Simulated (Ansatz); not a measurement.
By PBEsol, the system below comes out a metal.

A figure of merit of an interconnect metal is its ballistic conductance per area.

```
Hf
1.0
    3.19238     0.00000     0.00000
   -1.59619     2.76468     0.00000
    0.00000     0.00000     5.19639
Hf
2
Direct
  0.33333   0.66667   0.25000
  0.66667   0.33333   0.75000
```

Space group of this cell: P6_3/mmc, hcp (Mg type). The cell is strained (lengths along the current scaled by 1.03, ions clamped); by PBEsol its mean pressure is -6.1 GPa.

The current flows along the normal of the first two printed cell vectors, the (001) (indices of the unstrained crystal) plane of the conventional cell. No spin-orbit coupling; the value is a mean over 0.1 eV about the Fermi level.

**Question.** Compute, with PBEsol (Ansatz, a first-principles code), the ballistic conductance per area.

**Answer.** 0.60 × 10¹⁵ S/m² for both spins.
